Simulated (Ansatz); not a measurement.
For white tin (β-Sn), rVV10 (PAW; Ansatz, a quantum-chemistry and plane-wave program) gives:

equilibrium lattice constant a: 6.014 Å
c axis length: 3.254 Å
bulk modulus B0: 43.9 GPa

Question: What does r²SCAN (plane waves, PAW; Ansatz) give for the same quantities?

Answer: 
- lattice constant a: 5.885 Å (decreases by 2.1 %)
- lattice parameter c: 3.187 Å (drops by 2.1 %)
- bulk modulus: 54.2 GPa (grows by 23 %)

For comparison: lattice constant a 5.831 Å (measured, 293 K, not corrected to a static lattice; as tabulated in Wikipedia's data pages); lattice parameter c 3.181 Å (measured, 293 K, not corrected to a static lattice; as tabulated in Wikipedia's data pages); bulk modulus 57.0 GPa (measured, temperature not stated, no zero-point or thermal correction; as tabulated in Chen et al. (2023), arXiv:2209.05059).

Changes are worked out from the printed values.

Unless a cell is named, each level is at its own relaxed cell (rVV10 29.43, r²SCAN 27.59 Å³/atom).

Ansatz's density-functional and Hartree–Fock values are scalar-relativistic unless marked +SOC, with PAW data made under PBE.
